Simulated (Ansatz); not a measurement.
## A computed series for hypothetical P6_3/mmc HgI2: thickness series

Take HgI$_{2}$ in the 2H-MoS2 type structure (space group P6_3/mmc, No. 194; a = 4.166 Å, c = 14.183 Å; a hypothetical phase, not in the database extracts checked) as the base.

Free-standing slabs (3 atom(s) a layer) normal to the stacking axis with 15 Å of vacuum; in-plane cell relaxed.

Levels (all Ansatz, a quantum-chemistry and plane-wave program, PAW, earlier PAW set): PBE-D3(BJ) (420 eV, no SOC); PBEsol-D3(BJ) (420 eV, no spin-orbit coupling).

The base cell above is that of PBE-D3(BJ); each level relaxes its own structures.

```json
[
 {"case": "1 layer", "band gap, PBE-D3(BJ)": "0.96 eV", "band gap, PBEsol-D3(BJ)": "?"},
 {"case": "2 layers", "band gap, PBE-D3(BJ)": "0.73 eV", "band gap, PBEsol-D3(BJ)": "?"},
 {"case": "3 layers", "band gap, PBE-D3(BJ)": "0.63 eV", "band gap, PBEsol-D3(BJ)": "0.40 eV"}
]
```

### Question
Some entries are withheld; estimate them.

### Answer

- 1 layer, band gap, PBEsol-D3(BJ): 0.90 eV
- 2 layers, band gap, PBEsol-D3(BJ): 0.62 eV

PBE-D3(BJ) lies above PBEsol-D3(BJ) in every row, by 0.06 eV to 0.23 eV. They put the cases in the same order.

With Hg and I present, leaving out spin-orbit coupling can change the band edges. Stability against distortions was not tested. The final runs are not spin-polarised. The zero or small gap of HgI2 can change with the level of theory.
